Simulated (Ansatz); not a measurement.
Base system: MoSi2 (space group I4/mmm, No. 139; a = 3.174 Å, c = 7.779 Å; relaxed with 0.1 eV smearing). Axes: x, y, z lie along a, b, c of the conventional cell.

Structures relaxed with LDA (Ansatz, a first-principles code; PAW; 420 eV plane waves; scalar-relativistic without spin-orbit coupling).

Base:

Simulated powder pattern, Co Kα, λ = 1.79026 Å (kinematic, ideal powder, no thermal factors, no anomalous dispersion; the 8 strongest lines at most, above 2 %, up to 2θ = 90°):

```csv
2θ (°),I/Imax (%),hkl
26.61,33,(002)
35.47,62,(101)
47.01,71,(110)
52.95,100,(103)
54.84,19,(112)
68.67,23,(200)
75.06,7.5,(202)
79.74,12,(211)
```

Perturbation: compressive biaxial strain of 1.00 % in the plane normal to [001], as in epitaxy on a mismatched substrate; the out-of-plane cell vector and the atoms relax.

After the change:

Simulated powder pattern, Co Kα, λ = 1.79026 Å (kinematic, ideal powder, no thermal factors, no anomalous dispersion; the 8 strongest lines at most, above 2 %, up to 2θ = 90°):

```tsv
2θ (°)	I/Imax (%)	hkl
26.51	34	(002)
35.76	61	(101)
47.51	69	(110)
53.04	100	(103)
55.23	19	(112)
69.46	22	(200)
75.78	7.3	(202)
80.66	12	(211)
```

The indices refer to the base's conventional cell; one index is shown for lines that coincide.

Stability against distortions was not tested. All final runs are without spin polarisation.
